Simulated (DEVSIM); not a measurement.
Device: abrupt Si n-p junction, at 300 K.

```csv
layer (left to right),material,thickness (μm),Nd (cm⁻³),Na (cm⁻³),τn (s),τp (s)
1,Si,0.0720,2.5e17,-,4.6e-5,4.6e-5
2,Si,0.720,-,3.4e14,4.6e-5,4.6e-5
```

Left contact: ohmic. Right contact: ohmic. Voltage is applied to the left contact. Recombination: SRH at mid-gap, radiative, Auger. Mobility is μmin + (μ − μmin)/(1 + (N/Nref)^α).

The device is made up for the run: typed textbook-type constants, with dimensions and the other settings drawn at random. Values at 300 K.

```tsv
parameter	Si
gap (eV)	1.124
affinity (eV)	4.05
permittivity	11.7
Nc (cm⁻³)	2.86e19
Nv (cm⁻³)	3.1e19
μn (cm²/Vs)	1417
μp (cm²/Vs)	470
μn,min	52
μp,min	45
Nref,n	9.7e16
Nref,p	2.2e17
αn	0.68
αp	0.72
B (cm³/s)	4.7e-15
Cn (cm⁶/s)	2.8e-31
Cp (cm⁶/s)	9.9e-32
```

DEVSIM, 1D drift-diffusion, Boltzmann statistics, complete ionisation; no tunnelling, impact ionisation, image-force lowering or self-heating.

Task: Tabulate band edges, carrier densities and field at 5.0 V on the left contact.

Result: Energies count from the Fermi level of the right contact; mesh points crowd at the junctions.

```tsv
x (μm)	Ec (eV)	Ev (eV)	n (cm⁻³)	p (cm⁻³)	field (V/cm)
0.000	-4.878	-6.002	2.5e17	460	82
0.009472	-4.877	-6.001	2.5e17	380	140
0.02009	-4.877	-6.001	2.5e17	290	480
0.03198	-4.876	-6.000	2.3e17	190	2000
0.04703	-4.868	-5.992	1.7e17	< 1e2	11000
0.05817	-4.844	-5.968	6.9e16	< 1e2	34000
0.06811	-4.795	-5.919	1.0e16	< 1e2	67000
0.08117	-4.693	-5.817	2.0e14	< 1e2	80000
0.09545	-4.580	-5.704	2.5e12	< 1e2	79000
0.1155	-4.420	-5.544	5.2e9	< 1e2	79000
0.1439	-4.196	-5.320	1200000	< 1e2	79000
0.1946	-3.794	-4.918	330000	< 1e2	79000
0.2552	-3.317	-4.441	330000	< 1e2	79000
0.3405	-2.648	-3.772	330000	< 1e2	78000
0.4864	-1.512	-2.636	330000	140	77000
0.5825	-0.771	-1.895	340000	170	77000
0.6507	-0.248	-1.372	340000	200	77000
0.6992	0.123	-1.001	340000	680	76000
0.7397	0.432	-0.692	340000	7.3e7	76000
0.7623	0.604	-0.520	340000	5.6e10	76000
0.7784	0.726	-0.398	340000	6.3e12	76000
0.7920	0.829	-0.295	340000	3.4e14	76000
```
